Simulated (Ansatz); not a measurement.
Here is the system:

End structure of the (32-51) surface of hcp Be in its 1x1 cell, outermost plane spacing 0.07 Å in the ideal cut:

```xyz
48
Lattice="5.2993 0.0000 0.0000 -1.9399 6.6917 0.0000 0.0000 0.0000 26.5000" Properties=species:S:1:pos:R:3 pbc="T T T"
Be     0.5394     5.5088     8.2077
Be     3.7277     5.2107     8.2373
Be     3.5043     3.0439     8.6285
Be     1.3262     2.6433     8.7107
Be     1.1087     0.3977     8.8594
Be     2.2913     6.6504     9.0518
Be     2.0295     4.5287     9.3796
Be    -0.1170     4.0136     9.5419
Be    -0.3596     1.8871     9.8347
Be     2.7811     1.4293     9.8525
Be     0.5877     5.9839    10.3067
Be    -1.5546     5.5320    10.3989
Be     3.4850     3.3693    10.7625
Be     1.3295     2.9569    10.8673
Be     1.0978     0.7942    11.1519
Be     4.2335     0.3602    11.2636
Be     2.0349     4.9033    11.6512
Be    -0.1235     4.4440    11.7623
Be    -0.3594     2.2688    12.1011
Be     2.7708     1.8371    12.1697
Be     0.5920     6.3729    12.5418
Be    -1.5692     5.9310    12.6087
Be     3.4759     3.7754    12.9810
Be     1.3228     3.3363    13.0790
Be     1.0808     1.1749    13.4210
Be     4.2271     0.7359    13.5190
Be     2.0329     5.2720    13.8913
Be    -0.1283     4.8301    13.9582
Be    -0.3672     2.6742    14.3304
Be     2.7630     2.2424    14.3989
Be     2.5271     0.0672    14.7377
Be    -1.5712     6.2997    14.8488
Be     3.4694     4.1510    15.2364
Be     1.3058     3.7171    15.3481
Be     1.0741     1.5543    15.6327
Be     4.2179     1.1419    15.7375
Be     2.0182     5.6709    16.1011
Be    -0.1240     5.2190    16.1933
Be    -0.3775     3.0819    16.6475
Be     2.7632     2.6242    16.6653
Be     2.5206     0.4976    16.9581
Be     0.3741    -0.0175    17.1204
Be     3.4717     4.5526    17.4482
Be     1.2949     4.1135    17.6406
Be     1.0774     1.8679    17.7893
Be     4.1986     1.4674    17.8715
Be     2.0353     5.9923    18.2627
Be    -0.0757     5.6942    18.2923
```

Model: 48-atom slab, 10.3 Å thick at the start (thin: gaps and levels are the slab's own), 8x6x1 mesh, Fermi-Dirac 0.1 eV, dipole correction, all atoms relaxed; start symmetry kept, larger cells not searched; no spin, no spin-orbit, no U.

**Question.** Give the work function of the top face at the level Ansatz (a program for electronic structure) with PBE.

**Answer.** 4.40 eV
